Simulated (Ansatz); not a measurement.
System: fluorite NiSi2. Method: PBEsol (plane waves, PAW; Ansatz, a program for electronic structure).

Settings: plane-wave cutoff 520 eV, 18×18×18 k mesh, Fermi–Dirac smearing 0.05 eV, no spin polarisation, scalar-relativistic PAW data made under PBE.

Cell (relaxed at this level):

```yaml
crystal:
  lattice:
    - [0.00000, 2.69517, 2.69517]
    - [2.69517, 0.00000, 2.69517]
    - [2.69517, 2.69517, 0.00000]
  atoms:
    - { symbol: Si, position: [0.25000, 0.25000, 0.25000] }
    - { symbol: Si, position: [0.75000, 0.75000, 0.75000] }
    - { symbol: Ni, position: [0.00000, 0.00000, 0.00000] }
```

### Question
What does this level give for the bulk modulus B0 and pressure derivative B′ of the bulk modulus?

### Answer

* **bulk modulus B0**: 160 GPa
* **pressure derivative B′ of the bulk modulus**: 4.3

The run finds no gap.

Computed values are for the static lattice.

Cost on a shared machine: roughly 80 core-seconds.
